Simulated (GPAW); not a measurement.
A self-consistent single point of HoRh (Pm-3m, 2 atoms in the cell) with GPAW.

Method of the run: LDA (Perdew-Wang 92), GPAW PAW datasets LDA (gpaw-data 1.0.1) (plane waves; GPAW 25.7.0).

```yaml
crystal:
  lattice:
    - [3.38650, 0.00000, 0.00000]
    - [0.00000, 3.38650, 0.00000]
    - [0.00000, 0.00000, 3.38650]
  atoms:
    - { symbol: Ho, position: [0.00000, 0.00000, 0.00000], spin: 4.0 }
    - { symbol: Rh, position: [0.50000, 0.50000, 0.50000] }
```
(The spins are starting values, not results.)

Reference input (self-consistent single point, DFT LDA (Perdew-Wang 92), plane waves, GPAW PAW datasets LDA (gpaw-data 1.0.1)): spinpol = true; mode = pw; ecut = 850 eV; xc = LDA; kpts = 10 10 10; mesh shift (steps) = 0 0 0; occupations.name = fermi-dirac; occupations.width = 0.05 eV; nbands = -10; convergence.forces = 0.001 eV/Å; symmetry.symmorphic = false; symmetry.tolerance = 0.0005. This run's input differs from it in these lines:

```diff
@@ -17,3 +17,3 @@
             xc='LDA',
-            kpts={'size': (10, 10, 10), 'gamma': True},
+            kpts={'size': (4, 4, 4), 'gamma': True},
             occupations=FermiDirac(0.05),
```

Output, abridged:

```
     iter     time        total  log10-change:         magmom
                         energy   eigst   dens  force
iter:   1 --:--:--   -30.530922                          +3.8409
iter:   2 --:--:--   -13.239494   -0.82  -1.29           +1.5835
iter:   3 --:--:--   -14.054918   -2.25  -1.75           +2.2920
iter:   4 --:--:--   -14.574059   -2.59  -1.53           +3.4409
iter:   5 --:--:--   -23.927195   -1.26  -1.50           +4.9849
   [... 30 lines left out ...]
iter:  36 --:--:--   -14.319944   -2.98  -2.15           +3.7181
iter:  37 --:--:--   -14.294069   -3.91  -1.88           +3.9139
   [... lines left out ...]
iter: 120 --:--:--   -14.285052   -4.63  -1.88           +3.0917

Did not converge!

Here are some tips:

1) Make sure the geometry and spin-state is physically sound.
2) Use less aggressive density mixing.
3) Solve the eigenvalue problem more accurately at each scf-step.
4) Use a smoother distribution function for the occupation numbers.
5) Try adding more empty states.
6) Use enough k-points.
7) Don't let your structure optimization algorithm take too large steps.
8) Solve the Poisson equation more accurately.
9) Better initial guess for the wave functions.

See details here:

    https://gpaw.readthedocs.io/documentation/convergence.html
Traceback (most recent call last):
   [... frames left out ...]
gpaw.KohnShamConvergenceError: Did not converge!  See text output for help.
```

The run ended unconverged after 120 iterations. 

The starting cell comes from a database of computed structures (which also holds hypothetical and non-ambient phases and stackings), without a prior relaxation at this level.

Cost on one core of a shared machine: roughly 3 min.
